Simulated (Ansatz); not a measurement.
CoSi2: pressure series

Take CoSi2 (space group Fm-3m, No. 225; a = 5.360 Å; non-magnetic) as the base.

Cell and atoms are relaxed at each pressure.

Level of theory: PBE (Ansatz, a first-principles code; PAW; 420 eV plane waves; scalar-relativistic without spin-orbit coupling), earlier PAW set.

```csv
pressure (GPa),volume per atom (Å³/atom)
-2,12.983
-1,?
0,12.835
1.8,12.709
4.2,12.552
9,12.266
18,11.810
30,11.314
60,10.404
```

Fit the third-order Birch–Murnaghan form P(V) = (3B₀/2)[(V₀/V)^(7/3) − (V₀/V)^(5/3)]·[1 + (3/4)(B₀′ − 4)((V₀/V)^(2/3) − 1)] (squares taken in P) to the rows shown and predict the withheld row.

Least squares on the printed values gives V₀ = 12.834 Å³/atom, B₀ = 180 GPa, B₀′ = 4.4; this predicts 12.907 Å³/atom, and the run gives 12.907 Å³/atom, in agreement.

Load acts through the strain it causes; cell and atoms are relaxed under it. Whether these cells are dynamically stable was not tested. Competing high-pressure phases were not computed. Seeded moments were not kept for the base. The final runs are not spin-polarised. An odd electron count without spin: CoSi2.
